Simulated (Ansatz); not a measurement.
For Ti₃Al (P6₃/mmc, No. 194), LDA in Ansatz (PAW) gives:

```
Item                       Result
-------------------  ------------
lattice constant a        5.616 Å
lattice parameter c       4.566 Å
bulk modulus              129 GPa
cohesive energy      6.14 eV/atom
```

### Question
What does r²SCAN in Ansatz (PAW) give for the same quantities?

### Answer

- lattice constant a: 5.748 Å (goes up by 2.4 %)
- lattice parameter c: 4.632 Å (goes up by 1.4 %)
- bulk modulus: 121 GPa (drops by 6.2 %)
- cohesive energy: 4.71 eV/atom (decreases by 1.43 eV/atom)

Changes are worked out from the printed values.

Unless a cell is named, each level is at its own relaxed cell (LDA 15.59, r²SCAN 16.57 Å³/atom).

The crystal itself was run without spin with LDA, r²SCAN; a magnetic state was not tried in these runs.

Caveats: the bulk modulus is −V dP/dV from two relaxed cells at ±2 % in volume (LDA, r²SCAN). Ansatz's density-functional and Hartree–Fock values are scalar-relativistic unless marked +SOC, with PAW data made under PBE.

Ansatz is a first-principles code.
